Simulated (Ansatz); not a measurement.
**A computed series for TiN: response to strain**

The reference is TiN in the rock salt structure (space group Fm-3m, No. 225; relaxed with 0.1 eV smearing).

```
TiN
1.0
    0.00000     2.10227     2.10227
    2.10227     0.00000     2.10227
    2.10227     2.10227     0.00000
Ti N
1 1
Cartesian
  0.00000   0.00000   0.00000
  2.10227   2.10227   2.10227
```

Cartesian axes are those of the cell as printed.

Strains are applied to the cell and any free atomic positions relax; under biaxial strain the out-of-plane vector relaxes too.

The values are results of PBEsol (Ansatz, a program for electronic structure; PAW; 420 eV plane waves; no spin-orbit coupling), not measurements.

Candidates:
(a) biaxial strain +3.32 %, plane normal [110], relaxed out of plane
(b) biaxial strain +1.87 %, plane normal [001], relaxed out of plane
(c) isotropic strain +2.94 %
(d) tensor shear ε_xz = −1.38 %

Notes on the quantities. energy relative to the base: free energy F.

Order them by energy relative to the base, highest first.

(c) isotropic strain +2.94 % (+61 meV/atom), (a) biaxial strain +3.32 %, plane normal [110], relaxed out of plane (+37 meV/atom), (b) biaxial strain +1.87 %, plane normal [001], relaxed out of plane (+14 meV/atom), (d) tensor shear ε_xz = −1.38 % (+3.8 meV/atom)

A biaxial case was relaxed in a doubled cell and then solved in the primitive one. Whether these cells are dynamically stable was not tested. The base started in Pnma and relaxed to Fm-3m at this level. The final runs are not spin-polarised. An odd electron count without spin: TiN.
